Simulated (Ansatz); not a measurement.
## Ir: response to strain

Consider Ir in the fcc (Cu type) structure (space group Fm-3m, No. 225; relaxed with 0.1 eV smearing).

```cif
data_Ir
_chemical_formula_sum 'Ir1'
_space_group_name_H-M_alt 'P 1'
_space_group_IT_number 1
_cell_length_a 2.70899
_cell_length_b 2.70899
_cell_length_c 2.70899
_cell_angle_alpha 60.000
_cell_angle_beta 60.000
_cell_angle_gamma 60.000
loop_
_space_group_symop_operation_xyz
  'x, y, z'
loop_
_atom_site_label
_atom_site_type_symbol
_atom_site_fract_x
_atom_site_fract_y
_atom_site_fract_z
_atom_site_occupancy
Ir1 Ir 0.00000 0.00000 0.00000 1
```

Strains are applied to the cell and any free atomic positions relax.

The values are results of PBEsol in Ansatz (plane waves to 420 eV, PAW, without spin-orbit coupling), not measurements.

```tsv
isotropic strain (%)	pressure (GPa)
-3	44.3
-2.5	35.4
-1.5	19.6
0	0.0
0.5	-5.6
1	-10.7
1.5	?
2	-19.7
2.5	-23.6
```

**Question.** Fit P = P₀ − Bδ + Cδ² with δ = (1 + ε)³ − 1 to the rows shown and predict the withheld row.

**Answer.** Least squares on the printed values gives P₀ = 0.0 GPa, B = 398 GPa, C = 1220 GPa (largest residual 0.4 GPa); this predicts -15.6 GPa, and the run gives -15.4 GPa, 0.2 higher.

No phonon test of stability was made. All final runs are without spin polarisation.

Ansatz is a first-principles code.
